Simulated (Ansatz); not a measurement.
Pressure series in Re

Base system: Re in the hcp (Mg type) structure (space group P6_3/mmc, No. 194; a = 2.775 Å, c = 4.483 Å).

Cell and atoms are relaxed at each pressure.

Computed with DFT with PBE, PAW potentials and a 420 eV plane-wave cutoff in Ansatz (a quantum-chemistry and plane-wave program), no SOC, earlier PAW set.

Notes on the quantities. enthalpy: H = E + PV relative to the base's energy.

```csv
variant,shortest interatomic distance,enthalpy
base,2.755 Å,–
pressure −2 GPa,2.760 Å,-0.19 eV/atom
pressure −1 GPa,2.758 Å,-0.09 eV/atom
pressure 3 GPa,2.748 Å,+0.28 eV/atom
pressure 7 GPa,2.738 Å,+0.65 eV/atom
pressure 15 GPa,2.721 Å,+1.37 eV/atom
pressure 30 GPa,2.691 Å,+2.70 eV/atom
pressure 50 GPa,2.658 Å,+4.40 eV/atom
pressure 75 GPa,2.622 Å,+6.45 eV/atom
pressure 100 GPa,2.591 Å,+8.43 eV/atom
```

Load acts through the strain it causes; cell and atoms are relaxed under it. Whether these cells are dynamically stable was not tested. No other phases were tried under pressure. The final runs are not spin-polarised.
